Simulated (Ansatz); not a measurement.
# A computed series for ZnS: element substitutions

Consider ZnS in the wurtzite structure (space group P6_3mc, No. 186).

```
ZnS
1.0
    3.80610     0.00000     0.00000
   -1.90305     3.29618     0.00000
    0.00000     0.00000     6.24474
Zn S
2 2
Direct
  0.66667   0.33333   0.99975
  0.33333   0.66667   0.49975
  0.66667   0.33333   0.62545
  0.33333   0.66667   0.12545
```

Each row replaces one element on all its sites; cell and atoms are relaxed.

All numbers come from r2SCAN in Ansatz (plane waves to 500 eV, PAW, spin-orbit coupling left out).

```tsv
case	band gap	density	shortest interatomic distance	space group
base	2.78 eV	4.13 g/cm³	233.3 pm	P6_3mc (No. 186)
S → O	?	5.72 g/cm³	?	P6_3mc (No. 186)
S → Pd	zero	7.37 g/cm³	245.6 pm	P6_3/mmc (No. 194)
S → Ir	zero	11.36 g/cm³	243.1 pm	P6_3/mmc (No. 194)
```

**Question.** What belongs in the blanks?

**Answer.** 
- S → O, band gap: 1.24 eV
- S → O, shortest interatomic distance: 197.0 pm

Whether these cells are dynamically stable was not tested. As relaxed here, ZnPd and ZnIr are hypothetical phases, not in the database extracts checked. The final runs are not spin-polarised. ZnIr has a high density of states at the Fermi level and may be magnetic at this level.

Ansatz is a program for electronic structure.
